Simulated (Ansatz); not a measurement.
Worked example: self-consistent single point of NbRu (P4mm, 2 atoms in the cell) in Ansatz (a quantum-chemistry and plane-wave program).

Method: LDA (PW92), default PAW files made with PBE (plane waves; Ansatz).

```
CELL_PARAMETERS angstrom
      3.06874     0.00000     0.00000
      0.00000     3.06874     0.00000
      0.00000     0.00000     3.44215
ATOMIC_POSITIONS crystal
  Nb 0.00000 0.00000 0.01453
  Ru 0.50000 0.50000 0.50000
```

Reference input (self-consistent single point, DFT, LDA (PW92), plane waves, default PAW files made with PBE): basis.ecutwfc = 30.9 Ry; kpoints.mp_grid.grid = 11 11 10; hamiltonian.xc = lda; hamiltonian.pseudopotentials = {kind: paw} (the program's default PAW files); scf.occupations.method = fermi_dirac; scf.occupations.width = 0.0073 Ry. This run's input differs from it in these lines:

Ansatz 0.2 input:
```diff
@@ -11,3 +11,3 @@
 kpoints:
-  mp_grid: { grid: [11, 11, 10] }
+  mp_grid: { grid: [18, 18, 16] }
 hamiltonian:
@@ -16,3 +16,3 @@
 scf:
-  occupations: { method: fermi_dirac, width: 0.0073 Ry }
+  occupations: { method: gaussian, width: 0.0735 Ry }
 output:
```

Output (repeated stretches shortened):

```
SCF iter   1: F=—  HF=-10201.637378 eV  |F-HF|=—  |Δ(HF+E_count)|=         —  Δρ=9.14e-3  dr2=1.74e-2  ethr=1.77e-3  ⟨swp⟩=4.9  Hψ=45132  notcnv=0
all-band conjugate gradients solve this SCF's bands
preconditioner: auto → none
SCF iter   2: F=—  HF=-10201.636062 eV  |F-HF|=—  |Δ(HF+E_count)|=   1.32e-3  Δρ=5.35e-3  dr2=8.83e-3  ethr=6.01e-5  ⟨swp⟩=1.9  Hψ=14816  notcnv=0
SCF iter   3: F=—  HF=-10201.635086 eV  |F-HF|=—  |Δ(HF+E_count)|=   9.76e-4  Δρ=7.44e-4  dr2=2.47e-4  ethr=3.05e-5  ⟨swp⟩=1.0  Hψ=10398  notcnv=0
SCF iter   4: F=—  HF=-10201.635058 eV  |F-HF|=—  |Δ(HF+E_count)|=   2.77e-5  Δρ=3.09e-4  dr2=3.11e-5  ethr=8.51e-7  ⟨swp⟩=2.6  Hψ=17392  notcnv=0
SCF iter   5: F=—  HF=-10201.635047 eV  |F-HF|=—  |Δ(HF+E_count)|=   1.11e-5  Δρ=4.26e-5  dr2=1.71e-7  ethr=1.07e-7  ⟨swp⟩=2.3  Hψ=16139  notcnv=0
SCF iter   6: F=-10201.635047 eV  HF=-10201.635047 eV  |F-HF|=3.60e-8  |Δ(HF+E_count)|=   8.19e-8  Δρ=1.02e-5  dr2=4.65e-8  ethr=3.45e-10  ⟨swp⟩=5.0  Hψ=44438  notcnv=0
SCF 1 converged in 6 iterations: F = -10201.635047 eV  dr2 = 4.65e-8
Free energy (F): -10201.635047 eV
Internal energy: -10200.643370 eV  (E = F + TS)
E sigma→0 (E₀):  -10201.139208 eV
Entropy (-TS):   -0.991677 eV (-495.839 meV/atom)
Fermi energy:    19.715025 eV
--- Forces (eV/Å), atoms counted from 1 ---
  atom   1  Nb     0.00000000     0.00000000    -0.15668528
  atom   2  Ru    -0.00000000     0.00000000     0.15650276
--- Stress (GPa, compression-positive) ---
      -11.735630       0.000000      -0.000000
        0.000000     -11.735630       0.000000
       -0.000000       0.000000     -13.753767
  P = ⅓ Tr σ = -12.4083 GPa (-124.083 kbar)
  The stress holds the Pulay correction. Without it, at fixed plane waves, as pw.x and ABINIT print it: P = -12.4279 GPa
```

The run converged in 6 iterations. Against the reference run the free energy drops by 243 meV/atom, the pressure goes from -14.85 to -12.41 GPa and the largest force goes from 0.089 to 0.157 eV/Å.

The starting cell comes from a database of computed structures (which also holds hypothetical and non-ambient phases and stackings), without a prior relaxation at this level. Its lattice was rescaled by up to half a per cent. One atom was moved a little off its site on purpose. Spin polarisation is off. With a pressure of about -12 GPa the cell is away from its equilibrium volume at this level. Ansatz's pressure includes its estimate of the finite-basis (Pulay) stress.

Cost on one core of a shared machine: roughly 30 s.
